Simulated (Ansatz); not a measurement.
**Magnetic orders in CoO**

Take CoO in the zinc blende structure (space group F-43m, No. 216; ferromagnetic; a cell from a computed database, its experimental status unchecked) as the base.

```xyz
2
Lattice="0.0000 2.1756 2.1756 2.1756 0.0000 2.1756 2.1756 2.1756 0.0000" Properties=species:S:1:pos:R:3 pbc="T T T"
Co     2.1756     2.1756     2.1756
O      3.2634     3.2634     3.2634
```

Each order is relaxed in cell and atoms; arrows give the starting signs on the magnetic atoms.

Level of theory: plane-wave PAW DFT at the PBEsol level (Ansatz, an electronic-structure program, 420 eV), no spin-orbit coupling.

Notes on the quantities. energy relative to the base: σ→0; to 0.01 eV only: unlike meshes or grids; space group: of the atoms, moments ignored.

| case | shortest interatomic distance | energy relative to the base | space group |
|---|---|---|---|
| base | 188.4 pm | 0.00 eV/atom | F-43m (No. 216) |
| ↑↓ start, q = (0, 0, 1/2), 4 atoms | 186.1 pm | -0.03 eV/atom | R3m (No. 160) |
| non-magnetic | 186.1 pm | +0.07 eV/atom | F-43m (No. 216) |
| ↑↓ start, q = (0, 1/2, 1/2), 4 atoms | 190.0 pm | -0.03 eV/atom | I-4m2 (No. 119) |

Other magnetic orders, which the real material may have, were not ruled out. Stability against distortions was not tested. No Hubbard U is applied, and correlation can decide whether such a compound is a metal. The base started in R3m and relaxed to F-43m at this level. Spin-polarised in the final run: ↑↓ start, q = (0, 0, 1/2), 4 atoms, base and ↑↓ start, q = (0, 1/2, 1/2), 4 atoms; the other runs are not.
